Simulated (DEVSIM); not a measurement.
Structure: Schottky contact on n-type GaN, at 250 K.

Layer 1 from the left is GaN, thickness (μm) 1.30, Nd (cm⁻³) 4.4e16, τn (s) 3.7e-9, τp (s) 3.7e-9.

Left contact: Schottky, work function 5.51 eV, emission velocity 2.8e6 cm/s. Right contact: ohmic. Voltage is applied to the left contact. Recombination: SRH at mid-gap, radiative, Auger. Mobility is μmin + (μ − μmin)/(1 + (N/Nref)^α).

The device is made up for the run: typed textbook-type constants, with dimensions and the other settings drawn at random. Values at 300 K; Nc and Nv go as T^1.5, mobilities as T to minus their exponent, the gap by Varshni's rule with the affinity fixed.

GaN: gap (eV) 3.43, affinity (eV) 4.1, permittivity 9.5, Nc (cm⁻³) 2.3e18, Nv (cm⁻³) 4.6e19, μn (cm²/Vs) 1200, μp (cm²/Vs) 100, μn,min 55, μp,min 3, Nref,n 2e17, Nref,p 3e17, αn 1, αp 2, T exponent of μn 1.5, T exponent of μp 2, B (cm³/s) 1e-11, Cn (cm⁶/s) 1e-30, Cp (cm⁶/s) 1e-30, Varshni α (eV/K) 0.00091, Varshni β (K) 830.

Model (solved in DEVSIM): 1D drift-diffusion, Boltzmann statistics, complete ionisation; no tunnelling, impact ionisation, image-force lowering or self-heating. Metal contacts follow the ideal Schottky-Mott rule: no Fermi-level pinning, no interface dipoles.

Dark forward current:

| |V| (V) | |J| (A/cm²) |
|---|---|
| 0.50 | 3.483e-13 |
| 0.55 | 3.545e-12 |
| 0.60 | 3.609e-11 |
| 0.65 | 3.672e-10 |
| 0.70 | 3.737e-9 |
| 0.75 | 3.803e-8 |
| 0.80 | 3.869e-7 |
| 0.85 | 3.935e-6 |
| 0.90 | 4.002e-5 |
| 0.95 | 0.0004068 |
| 1.00 | 0.004133 |
| 1.05 | 0.04197 |
| 1.10 | 0.4255 |
| 1.15 | 4.295 |
| 1.20 | 42.21 |
| 1.25 | 346.0 |
| 1.30 | 1561 |
| 1.35 | 3753 |

Q: Work out the local ideality factor n = ΔV / (kT/q · ln(J2/J1)) between the rows 0.50 and 0.55 V, 0.55 and 0.60 V, 1.30 and 1.35 V.

A: kT/q = 21.54 mV. From 0.50 to 0.55 V: ln(3.545e-12/3.483e-13) = 2.320, n = 1.00, near the 1 of diffusion or emission over a barrier. From 0.55 to 0.60 V: ln(3.609e-11/3.545e-12) = 2.320, n = 1.00, near the 1 of diffusion or emission over a barrier. From 1.30 to 1.35 V: ln(3753/1561) = 0.877, n = 2.65; the layers' resistance at their doping, Σ W/(qμN) = 1.4e-5 Ω cm², would take 31 mV of this step of 50 mV.

Q: Estimate the current at 0.85 V for emission alone, J0 = q v N_band exp(−φB/kT), and read the barrier back from the simulated current.

A: φB = 1.410 eV, N_band = 1.75e18 cm⁻³, J0 = 2.92e-23 A/cm²; J = J0 (exp(qV/kT) − 1) = 4.02e-6 A/cm². The simulation gives 3.93e-6 A/cm²; the estimate lies 2.1 % above. Read backwards, the simulated current gives an apparent barrier of 1.410 eV. The estimate leaves out transport through the depletion region and minority injection.
